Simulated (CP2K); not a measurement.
Worked example: self-consistent single point of Sn (I4_1/amd, 2 atoms in the cell) in CP2K.

Method: PBEsol, GPW, DZVP-MOLOPT-SR-GTH basis, GTH-PBE potentials (GTH_POTENTIALS) run with CP2K 2026.2.

```
Sn
1.0
    4.53826     0.00000     0.00000
   -3.36851     3.04121     0.00000
   -0.58488    -1.52060     4.23574
Sn
2
Direct
  0.75000   0.25000   0.50000
  0.00000   0.00000   0.00000
```

Reference input (self-consistent single point, DFT PBE, GPW, DZVP-MOLOPT-SR-GTH basis, GTH-PBE potentials (GTH_POTENTIALS)): CUTOFF = 400 Ry; REL_CUTOFF = 60 Ry; SMEAR/METHOD = GAUSSIAN; SIGMA = 0.05 eV; KPOINTS/SCHEME = MONKHORST-PACK 8 8 8; GAMMA_CENTERED = T; XC_FUNCTIONAL = PBE; Sn/BASIS_SET = DZVP-MOLOPT-SR-GTH-q4; Sn/POTENTIAL = GTH-PBE-q4; METHOD = GPW; EPS_DEFAULT = 1e-11; NGRIDS = 4. This run's input differs from it in these lines:

```diff
@@ -43,3 +43,6 @@
     &XC
-      &XC_FUNCTIONAL PBE
+      &XC_FUNCTIONAL
+        &PBE
+          PARAMETRIZATION PBESOL
+        &END PBE
       &END XC_FUNCTIONAL
```

The program printed (abridged):

```
 SCF WAVEFUNCTION OPTIMIZATION

  Step     Update method      Time    Convergence         Total energy    Change
     1 NoMix/Diag. 0.20E+00      -     0.28395085        -7.0391291112 -7.04E+00
     2 Broy./Diag. 0.20E+00      -     0.00161180        -7.0683079217 -2.92E-02
     3 Broy./Diag. 0.20E+00      -     0.00748026        -6.9753595672  9.29E-02
     4 Broy./Diag. 0.20E+00      -     0.00006880        -6.9701622472  5.20E-03
     5 Broy./Diag. 0.20E+00      -     0.00022065        -6.9677834634  2.38E-03
     6 Broy./Diag. 0.20E+00      -     0.00000363        -6.9675856986  1.98E-04
     7 Broy./Diag. 0.20E+00      -     0.00000942        -6.9675259923  5.97E-05
     8 Broy./Diag. 0.20E+00      -     0.00000035        -6.9675290162 -3.02E-06
  *** SCF run converged in     8 steps ***

  Overlap energy of the core charge distribution:               0.00000000008074
  Self energy of the core charge distribution:                -14.92071625911422
  Core Hamiltonian energy:                                      3.11833289814068
  Hartree energy:                                               6.86754738905045
  Exchange-correlation energy:                                 -2.03260794929482
  Smearing free energy correction:                             -0.00008509502879
  Fermi energy:                                                 0.16346938955975

  Total energy:                                                -6.96752901620531
  Total energy (extrapolated to sigma->0):                     -6.96748646869091

   [... lines left out ...]

 STRESS| Analytical stress tensor [bar]
 STRESS|                        x                   y                   z
 STRESS|      x       -1.13404391985E+04   3.88373512095E+03  -1.92947948069E-05
 STRESS|      y        3.88373512095E+03  -2.73700422283E+03  -5.01684111083E-05
 STRESS|      z       -1.92947948069E-05  -5.01684111083E-05  -1.28342767808E+04
 STRESS| 1/3 Trace                                            -8.97057340072E+03
```

The run converged in 8 iterations. Against the reference run the pressure goes from -0.15 to -0.90 GPa.

The starting cell comes from a database of computed structures (which also holds hypothetical and non-ambient phases and stackings), without a prior relaxation at this level. Its lattice was rescaled by a random factor within 2.5 % of one. Values carry the incompleteness of an atom-centred basis. The potentials were made for another functional than the one used.

Cost on one core of a shared machine: roughly 40 s.
